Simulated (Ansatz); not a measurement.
## Ansatz run on NaLaC₂O₆ (Pmc2_1, 20 atoms in the cell): self-consistent single point

Level of theory: PBEsol, default PAW files made with PBE (plane waves; Ansatz, a program for electronic structure).

This input was run:

Ansatz 0.2 input:
```yaml
crystal:
  lattice:
    - [5.174377, 0.000000, 0.000000]
    - [0.000000, 6.452847, 0.000000]
    - [0.000000, 0.000000, 7.226387]
  atoms:
    - { symbol: Na, position: [0.500000, 0.017300, 0.702550] }
    - { symbol: Na, position: [0.500000, 0.982700, 0.202550] }
    - { symbol: La, position: [0.000000, 0.632300, 0.502980] }
    - { symbol: La, position: [0.000000, 0.367700, 0.002980] }
    - { symbol: C, position: [0.500000, 0.533890, 0.174030] }
    - { symbol: C, position: [0.500000, 0.466110, 0.674030] }
    - { symbol: C, position: [0.000000, 0.918670, 0.917430] }
    - { symbol: C, position: [0.000000, 0.081330, 0.417430] }
    - { symbol: O, position: [0.500000, 0.358990, 0.088890] }
    - { symbol: O, position: [0.500000, 0.641010, 0.588890] }
    - { symbol: O, position: [0.788180, 0.986380, 0.454360] }
    - { symbol: O, position: [0.211820, 0.013620, 0.954360] }
    - { symbol: O, position: [0.211820, 0.986380, 0.454360] }
    - { symbol: O, position: [0.788180, 0.013620, 0.954360] }
    - { symbol: O, position: [0.718090, 0.378820, 0.710810] }
    - { symbol: O, position: [0.281910, 0.621180, 0.210810] }
    - { symbol: O, position: [0.281910, 0.378820, 0.710810] }
    - { symbol: O, position: [0.718090, 0.621180, 0.210810] }
    - { symbol: O, position: [0.000000, 0.737740, 0.839790] }
    - { symbol: O, position: [0.000000, 0.262260, 0.339790] }
basis:
  ecutwfc: 30.9 Ry
kpoints:
  mp_grid: { grid: [4, 3, 3] }
hamiltonian:
  xc: pbesol
  pseudopotentials: { kind: paw }
scf:
  occupations: { method: fixed }
output:
  forces: true
  eigenvalues: true
  stress: true
```

Log, with long lists cut:

```
WARN ansatz: RAYON_NUM_THREADS=1 ignored (pool sized by the plan → 1); use --threads N
Pseudopotentials: kind: paw
Pseudopotential: Na, paw, valence charge 9
Pseudopotential: La, paw, valence charge 11
Pseudopotential: C, paw, valence charge 4
Pseudopotential: O, paw, valence charge 6
Crystal: 20 atoms, lattice volume = 241.285 Å³
Basis set: ecut = 420.4159175005146 eV, 4749 PW (Γ), exchange–correlation on 72×90×100 points (8 copies of the dense FFT grid, shifted against one another)
Bands: 84, of which v1, the nominal top of the filled ones, is band 64 counted from 1 (63 counted from 0)
Symmetry: 4 space group operations
Space group: Pmc21 (ITA 26), of the structure as read, at distance tolerance 6.2e-5 Å
k-points: 12 of 36 (time reversal used)
PAW frozen core: Na, regenerated for the run's functional, and the local potential with it
PAW frozen core: La, regenerated for the run's functional, and the local potential with it
PAW frozen core: C, regenerated for the run's functional, and the local potential with it
PAW frozen core: O, regenerated for the run's functional, and the local potential with it
Initial density: superposition of atomic densities (neutral atoms: chi_scale 0, normalization atom), corrected by the library's trained network
Initial wavefunctions: pseudopotential atomic-orbital guess
Eigensolver: davidson
Functional: x = pbesol(κ = 0.804, μ = 0.12345679012345678), c = pbesol(β = 0.046)
SCF iter   1: F=—  HF=-23004.874687 eV  |F-HF|=—  |Δ(HF+E_count)|=         —  Δρ=1.18e-2  dr2=2.59e-1  ethr=1.77e-3  ⟨swp⟩=4.0  Hψ=3460  notcnv=0  defer=84
all-band conjugate gradients solve this SCF's bands
preconditioner: auto → Resta (q_TF=auto, 2.455 Å⁻¹)
SCF iter   2: F=—  HF=-23004.807474 eV  |F-HF|=—  |Δ(HF+E_count)|=   6.72e-2  Δρ=2.51e-3  dr2=1.07e-2  ethr=2.02e-4  ⟨swp⟩=2.0  Hψ=1715  notcnv=0  defer=213
SCF iter   3: F=—  HF=-23004.807143 eV  |F-HF|=—  |Δ(HF+E_count)|=   3.30e-4  Δρ=1.14e-3  dr2=2.51e-3  ethr=8.35e-6  ⟨swp⟩=2.0  Hψ=1685  notcnv=0  defer=213
SCF iter   4: F=—  HF=-23004.807875 eV  |F-HF|=—  |Δ(HF+E_count)|=   7.32e-4  Δρ=2.94e-4  dr2=1.37e-4  ethr=1.96e-6  ⟨swp⟩=2.0  Hψ=1692  notcnv=0  defer=216
SCF iter   5: F=—  HF=-23004.808007 eV  |F-HF|=—  |Δ(HF+E_count)|=   1.32e-4  Δρ=1.25e-4  dr2=3.38e-5  ethr=1.07e-7  ⟨swp⟩=2.0  Hψ=1626  notcnv=0  defer=84
SCF iter   6: F=—  HF=-23004.807756 eV  |F-HF|=—  |Δ(HF+E_count)|=   2.51e-4  Δρ=5.90e-5  dr2=7.71e-6  ethr=2.64e-8  ⟨swp⟩=2.0  Hψ=1642  notcnv=0  defer=84
SCF iter   7: F=—  HF=-23004.807757 eV  |F-HF|=—  |Δ(HF+E_count)|=   1.78e-6  Δρ=1.44e-5  dr2=6.46e-7  ethr=6.03e-9  ⟨swp⟩=2.0  Hψ=1642  notcnv=0  defer=84
SCF iter   8: F=—  HF=-23004.807758 eV  |F-HF|=—  |Δ(HF+E_count)|=   8.99e-7  Δρ=7.51e-6  dr2=1.30e-7  ethr=7.81e-11  ⟨swp⟩=13.6  Hψ=5589  notcnv=0
SCF iter   9: F=-23004.807758 eV  HF=-23004.807758 eV  |F-HF|=1.72e-8  |Δ(HF+E_count)|=   4.49e-8  Δρ=2.77e-6  dr2=1.92e-8  ethr=7.81e-11  ⟨swp⟩=4.7  Hψ=3041  notcnv=0
SCF 1 converged in 9 iterations: F = -23004.807758 eV  dr2 = 1.92e-8
SCF converged after 9 iterations
Free energy (F): -23004.807758 eV
Harris-Foulkes:  -23004.807758 eV  (|F-HF|=1.72e-8)
Internal energy: -23004.807758 eV  (E = F + TS)
E sigma→0 (E₀):  -23004.807758 eV
Fermi energy:    5.399582 eV
--- Per-component energies (eV) ---
  E_band       = -777.361647
  E_kinetic    = 3091.295133
  E_local      = -8473.799410  (includes V_loc(G=0)·N_el)
  E_nonlocal   = 1118.004128
  E_hartree    = 2951.995227
  E_xc         = -1413.858622
  E_vxc        = -1746.263443  (∫ρ·V_xc dr)
  E_paw        = -13379.363515  (= ΣΔE_a)
  E_vpaw       = -670.618768  (= ΣTr[D̂ρ^β])
  E_aug_tail   = 0.029738  (compensation charges beyond the density's cutoff)
  E_ewald      = -6900.066700
  E_core_change = 0.956263  (= ΣΔE_core)
  E_smearing   = -0.000000  (= −TS)
  E_closure    = 0.000000  (closes the sum)
  Σ components = -23004.807758   (vs F -23004.807758, Δ=0.00e0)
--- Forces (eV/Å), atoms counted from 1 ---
  atom   1  Na     0.00000000     0.02325723     0.00235438
  atom   2  Na     0.00000000    -0.02325723     0.00235438
  atom   3  La     0.00000000     0.02996127    -0.00108286
  atom   4  La     0.00000000    -0.02996127    -0.00108286
  atom   5  C      0.00000000    -0.05791090    -0.03935467
  atom   6  C      0.00000000     0.05791090    -0.03935467
  atom   7  C      0.00000000     0.01779935     0.01741885
  atom   8  C      0.00000000    -0.01779935     0.01741885
  atom   9  O      0.00000000    -0.16361449    -0.11810625
  atom  10  O      0.00000000     0.16361449    -0.11810625
  atom  11  O     -0.14347405    -0.05295253     0.04373311
  atom  12  O      0.14347405     0.05295253     0.04373311
  atom  13  O      0.14347405    -0.05295253     0.04373311
  atom  14  O     -0.14347405     0.05295253     0.04373311
  atom  15  O      0.18839517    -0.03798040     0.06811044
  atom  16  O     -0.18839517     0.03798040     0.06811044
  atom  17  O     -0.18839517    -0.03798040     0.06811044
  atom  18  O      0.18839517     0.03798040     0.06811044
  atom  19  O      0.00000000    -0.18832501    -0.08488081
  atom  20  O      0.00000000     0.18832501    -0.08488081
  max |Σ_I F_I| component: 7.15e-5 eV/Å
--- Stress (GPa, compression-positive) ---
       -0.575043       0.000000       0.000000
        0.000000      -0.807255       0.000000
        0.000000       0.000000      -1.282603
  P = ⅓ Tr σ = -0.8883 GPa (-8.883 kbar)
  The stress holds the Pulay correction. Without it, at fixed plane waves, as pw.x and ABINIT print it: P = -1.5796 GPa
--- Band table (eV; the first three rows and the last of 12) ---
  k-point 0: bands = ["-43.1194", "-43.1181", "-25.0419", "-24.9869", "-16.5868", "-16.5659", "-16.2895", "-16.2715", "-15.2846", "-15.2541", "-15.2472", "-15.2306", "-15.1710", "-15.1570", "-13.5849", "-13.4309", "-13.3816", "-13.3098", "-13.2844", [...]
  k-point 1: bands = ["-43.1191", "-43.1185", "-25.0283", "-25.0007", "-16.5818", "-16.5714", "-16.2843", "-16.2754", "-15.2713", "-15.2523", "-15.2488", "-15.2443", "-15.1679", "-15.1610", "-13.5485", "-13.4717", "-13.3976", "-13.3482", "-13.2360", [...]
  k-point 2: bands = ["-43.1194", "-43.1181", "-25.0408", "-24.9872", "-16.6027", "-16.5732", "-16.3175", "-16.2984", "-15.2840", "-15.2305", "-15.2297", "-15.2252", "-15.1708", "-15.1574", "-13.5796", "-13.4326", "-13.3618", "-13.2723", "-13.1987", [...]
  k-point 11: bands = ["-43.1191", "-43.1184", "-25.0205", "-24.9947", "-16.6569", "-16.5730", "-16.3285", "-16.2709", "-15.2496", "-15.2291", "-15.2268", "-15.2155", "-15.1967", "-15.1889", "-13.6777", "-13.5678", "-13.3689", "-13.2297", [...]
```

The run converged in 9 iterations.

The starting cell comes from a database of computed structures (which also holds hypothetical and non-ambient phases and stackings), without a prior relaxation at this level. Its lattice was rescaled by a random factor within 2.5 % of one. Ansatz's pressure includes its estimate of the finite-basis (Pulay) stress. Without the estimate this run gives -1.58 GPa.
